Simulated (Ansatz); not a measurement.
Take Hf in the hcp (Mg type) structure (space group P6_3/mmc, No. 194) as the base.

```yaml
crystal:
  lattice:
    - [3.19784, 0.00000, 0.00000]
    - [-1.59892, 2.76941, 0.00000]
    - [0.00000, 0.00000, 5.04744]
  atoms:
    - { symbol: Hf, position: [0.33333, 0.66667, 0.75000] }
    - { symbol: Hf, position: [0.66667, 0.33333, 0.25000] }
```

Level of theory: r2SCAN/PAW in Ansatz (a first-principles code), no spin-orbit coupling, earlier PAW set.

One change was made to it. Results:

| quantity | base | after |
|---|---|---|
| shortest interatomic distance | 312.7 pm | 259.9 pm |
| band gap | zero | zero |

Q: Which change produced these results?
A. Hf → Ca
B. Hf → Ti
C. Hf → V

A: C, Hf → V. For comparison, the shortest interatomic distance in the other runs: Hf → Ti gives 287.2 pm; Hf → Ca gives 393.6 pm.

Stability against distortions was not tested. For V in this form, whether it has been made was not checked. Seeded moments were not kept for Hf → V. All final runs are without spin polarisation. This is not the structure that V has at room temperature and ambient pressure. This is not the structure that Ca has at room temperature and ambient pressure.
